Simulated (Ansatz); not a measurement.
CdTe under load (space group F-43m), Ansatz (a first-principles code) with r2SCAN with spin-orbit coupling, rigid bands. Condition of this run: hydrostatic pressure 2 GPa (the target of the relaxation). Band gap 1.05 eV, N_c = 7.36e17 cm⁻³ and N_v = 1.89e19 cm⁻³ at 300 K, conductivity masses of 0.101 mₑ (electrons) and 0.527 mₑ (holes). Take k_BT = 0.02585 eV.

### Question
A film of it is 8 nm thick. Estimate the confinement energies in an infinite well.

### Answer
ħ²π²/(2m t²) = 0.376 eV·nm²/(m/mₑ × t²) gives 58.2 meV for electrons and 11.1 meV for holes, so the gap would widen to about 1.12 eV. Finite barriers and nonparabolic bands lower this, and with several valleys or bands the heaviest mass along the normal sets the lowest level, not this average.

### Question
What thermal injection velocity √(2k_BT/πm) limits a ballistic channel?

### Answer
1.69e7 cm/s for electrons and 7.41e6 cm/s for holes, a ratio of √(m_h/m_e) = 2.28, for dilute carriers.

### Question
What built-in voltage has an abrupt junction with N_A = 1e16 and N_D = 1e17 cm⁻³, all dopants ionised?

### Answer
V_bi = E_g/e − (k_BT/e) ln(N_c N_v/(N_A N_D)) = 1.05 − 0.02585 × 9.54 = 0.80 V, for the computed gap.

Rigid bands with the computed gap; masses take one relaxation time for all states.
